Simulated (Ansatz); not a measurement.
The reference is MgO (space group P6_3/mmc, No. 194; a = 3.494 Å, c = 4.194 Å; a cell from a computed database, its experimental status unchecked).

All numbers come from Ansatz (a first-principles code), PBEsol, PAW, cutoff 420 eV, without spin-orbit coupling.

Base values:

The gap character comes out as direct at Γ and the gap between the host's bands is 3.27 eV.

It is then changed as follows: electron doping at 2.0×10^22 cm⁻³ (0.887 per cell), with a uniform compensating background at fixed cell and a 300 K Fermi–Dirac width.

Problem. What does the calculation give for the Fermi level from band edge after the change?

Solution. The Fermi level relative to the doped band's edge (positive inside the band; to 0.05 eV) comes out as +3.30 eV.

Problem. Predict the new gap character.

Solution. The gap character stays direct at Γ.

Problem. What does the calculation give for the gap between the host's bands after the change?

Solution. The gap between the host's bands shrinks by 0.39 eV, from 3.27 eV to 2.88 eV.

Charged cell with a jellium background: band edges are those of the host's band count, energies are not comparable with the neutral cell, and many-body gap narrowing is missing. Stability against distortions was not tested. This is not the structure that MgO has at room temperature and ambient pressure.
